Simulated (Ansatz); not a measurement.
Input:

```
CELL_PARAMETERS angstrom
      3.12335     0.00000     0.00000
      1.56168     2.70490     0.00000
      0.00000     0.00000     3.18184
ATOMIC_POSITIONS crystal
  Ti 0.00000 0.00000 0.00000
  B  0.66667 0.66667 0.50000
  B  0.33333 0.33333 0.50000
```

No spin polarisation.

The values are results of Ansatz (an electronic-structure program), PBE, PAW, cutoff 420 eV, no spin-orbit coupling, not measurements. Γ-centred 22×22×18 mesh, Fermi–Dirac width 0.1 eV.

**Question.** Predict the space group.

**Answer.** P6/mmm (No. 191).

**Question.** Predict the band gap.

**Answer.** Zero.

**Question.** Predict the pressure (mean of the normal stresses, compression positive).

**Answer.** -12.0 GPa.

The cells carry an imposed strain or load. No phonon test of stability was made. The final runs are not spin-polarised. The cell was made from TiB₂ (space group P6/mmm, No. 191) by this change: biaxial strain +3.00 %, plane normal [001], relaxed out of plane.
